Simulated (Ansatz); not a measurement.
We consider MoRu₃ (P6₃/mmc, No. 194, 8 atoms in the cell; start mp-975834), described by PBEsol in Ansatz (plane waves, PAW).

Numerical settings: plane-wave cutoff 520 eV, 12×12×14 k mesh (along the axes of the cell as run), Fermi–Dirac smearing 0.05 eV, no spin polarisation, scalar-relativistic PAW data made under PBE.

Cell (relaxed at this level):

```
MoRu3
1.0
    5.43378     0.00000     0.00000
   -2.71689     4.70579     0.00000
    0.00000     0.00000     4.30994
Mo Ru
2 6
Cartesian
  2.71689   1.56860   1.07749
  0.00000   3.13719   3.23246
  4.07722   0.78321   3.23246
 -1.36033   3.92258   1.07749
  1.36033   3.92258   1.07749
  1.35656   0.78321   3.23246
  2.71689   3.13937   3.23246
  0.00000   1.56642   1.07749
```

Q: What does this level give for the bulk modulus B0?

A: 
- bulk modulus B0 = 328 GPa

Note: the run has no spin polarisation, so it can have missed a magnetic state; the bulk modulus is −V dP/dV from two relaxed cells at ±2 % in volume; the relaxation could not lower the start's symmetry, so the cell can be a saddle point above a distorted one.

Static lattice: no zero-point or thermal effects.

It cost around 10 core-minutes (rough) of CPU time.

A start named mp-… is a Materials Project structure, which need not be a measured phase.

Ansatz is a program for electronic structure.
